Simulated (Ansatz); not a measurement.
The starting structures come from a database of crystals and need not be the phases stable at ambient conditions.

Inside the gap of an insulator the Bloch states are evanescent, with a wavenumber k + iκ along the transport direction.

Consider the following.

```xyz
10
Lattice="6.9289 0.0000 0.0000 -0.4568 6.9138 0.0000 3.2361 3.4569 7.5671" Properties=species:S:1:pos:R:3 pbc="T T T"
Cs     3.0077     6.9138     3.7835
Cs     6.7005     3.4569     3.7835
Cs     4.8164     1.9775     0.0000
Cs     1.6557     4.9363     0.0000
P      8.4397     9.0157     6.4934
P      1.2685     1.3550     1.0736
P      4.5045     4.8119     6.4934
P      5.2036     5.5588     1.0736
P      3.2361     3.4569     5.4101
P      6.4721     6.9138     2.1569
```

Space group of this cell: Fmmm. The cell is taken as given.

Transport runs along the normal of the first two printed cell vectors.

No gap correction and no spin-orbit coupling; mid-gap values are interpolated between computed energies.

**Question.** Give the band gap and the smallest decay constant κ at mid-gap that r2SCAN run with Ansatz (a program for electronic structure) yields.

**Answer.** Gap 1.10 eV on a 6×6×6 mesh; κ = 0.206 1/Å, at (0.500, 0.500) of the in-plane reciprocal vectors. At the zone centre, at the nearest computed energy, the slowest state has κ = 0.28 1/Å.
